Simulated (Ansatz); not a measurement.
## ZnO: pressure series

Base system: ZnO in the wurtzite structure (space group P6_3mc, No. 186).

```
ZnO
1.0
    3.18693     0.00000     0.00000
   -1.59347     2.75997     0.00000
    0.00000     0.00000     5.15257
Zn O
2 2
Direct
  0.33333   0.66667   0.00179
  0.66667   0.33333   0.50179
  0.33333   0.66667   0.38021
  0.66667   0.33333   0.88021
```

Cell and atoms are relaxed at each pressure.

Level of theory: plane-wave PAW DFT at the LDA level (Ansatz, a program for electronic structure, 420 eV), spin-orbit coupling left out.

Notes on the quantities. enthalpy: H = E + PV relative to the base's energy.

| change | electron mass | band gap | enthalpy | width of the top valence band |
|---|---|---|---|---|
| base | 0.15 mₑ (at Γ) | 0.80 eV | – | 1.93 eV |
| pressure −2 GPa | 0.15 mₑ (at Γ) | 0.78 eV | -0.14 eV/atom | 1.90 eV |
| pressure −1 GPa | 0.15 mₑ (at Γ) | 0.79 eV | -0.07 eV/atom | 1.92 eV |
| pressure 0.9 GPa | 0.15 mₑ (at Γ) | 0.81 eV | +0.06 eV/atom | 1.95 eV |
| pressure 4.5 GPa | 0.16 mₑ (at Γ) | 0.84 eV | +0.31 eV/atom | 2.00 eV |
| pressure 9 GPa | 0.16 mₑ (at Γ) | 0.88 eV | +0.62 eV/atom | 2.05 eV |
| pressure 22.5 GPa | 0.18 mₑ (at Γ) | 0.97 eV | +1.50 eV/atom | 2.23 eV |
| pressure 30 GPa | 0.19 mₑ (at Γ) | 1.00 eV | +1.97 eV/atom | 2.30 eV |

Load acts through the strain it causes; cell and atoms are relaxed under it. Effective masses come from finite differences of ±0.01 Å⁻¹. Stability against distortions was not tested. Measured, ZnO leaves this structure (for rock salt) near 9.1 GPa (temperature not stated; as listed in Datta, Sujoy, Jana, Debnarayan, arXiv (2020)), on rising pressure, with hysteresis.
